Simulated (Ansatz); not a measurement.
# Pressure series in hypothetical diamond V

Consider V in the diamond structure (space group Fd-3m, No. 227; a = 5.4674 Å; ferromagnetic; a hypothetical phase, not in the database extracts checked).

Cell and atoms are relaxed at each pressure.

Levels (all Ansatz, a first-principles code, PAW): PBE (420 eV, no spin-orbit coupling); PBEsol (420 eV, no SOC).

The base cell above is that of PBE; each level relaxes its own structures.

```csv
case,"lattice parameter a, PBE","lattice parameter a, PBEsol"
pressure −2 GPa,5.532 Å,5.422 Å
pressure −1 GPa,5.499 Å,5.391 Å
pressure 0.3 GPa,5.458 Å,5.354 Å
pressure 0.7 GPa,5.446 Å,5.343 Å
pressure 1.5 GPa,5.423 Å,5.321 Å
pressure 3 GPa,5.383 Å,5.282 Å
pressure 5 GPa,5.334 Å,5.228 Å
```

PBE lies above PBEsol in every row, by 0.101 Å to 0.110 Å. They put the cases in the same order.

Other magnetic orders, which the real material may have, were not ruled out. Load acts through the strain it causes; cell and atoms are relaxed under it. Stability against distortions was not tested. No other phases were tried under pressure.
